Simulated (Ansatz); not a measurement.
# CdTe: biaxial strain +3.35 %, plane normal [001], relaxed out of plane

Start from CdTe in the rock salt structure (space group Fm-3m, No. 225; a = 6.000 Å; relaxed with 0.1 eV smearing). Axes: x, y, z lie along the cube axes.

The change: tensile biaxial strain of 3.35 % in the plane normal to [001], as in epitaxy on a mismatched substrate; the out-of-plane cell vector and the atoms relax.

The values are results of Kohn–Sham DFT with the PBEsol functional, run in Ansatz (an electronic-structure program) with PAW and 420 eV plane waves, no SOC, not measurements. Settings: 17×17×17 k-points, 0.1 eV Fermi–Dirac smearing.

| quantity | base | changed | shift |
|---|---|---|---|
| volume per atom | 27.01 Å³ | 28.31 Å³ | +1.30 Å³ |
| space group | Fm-3m (No. 225) | I4/mmm (No. 139) | – |
| shortest interatomic distance | 3.000 Å | 2.944 Å | -0.056 Å |
| energy relative to the base (free energy F) | 0 meV/atom | +19 meV/atom | +19 meV/atom |
| pressure (mean of the normal stresses, compression positive) | 0.0 GPa | -2.1 GPa | -2.1 GPa |
| band gap | zero | zero | – |
| out-of-plane strain | – | -1.87 % | – |
| ratio −ε⊥/ε∥ | – | 0.56 | – |
| mean in-plane stress (compression positive) | – | -3.1 GPa | – |

Final structure (turned so that z lies along the plane normal):

```yaml
crystal:
  lattice:
    - [4.38511, 0.00000, 0.00000]
    - [0.00000, 4.38511, 0.00000]
    - [2.19256, -2.19256, 2.94400]
  atoms:
    - { symbol: Cd, position: [0.00000, 0.00000, 0.00000] }
    - { symbol: Te, position: [0.50000, 0.50000, 0.00000] }
```

Stability against distortions was not tested. All final runs are without spin polarisation. This is not the structure that CdTe has at room temperature and ambient pressure.
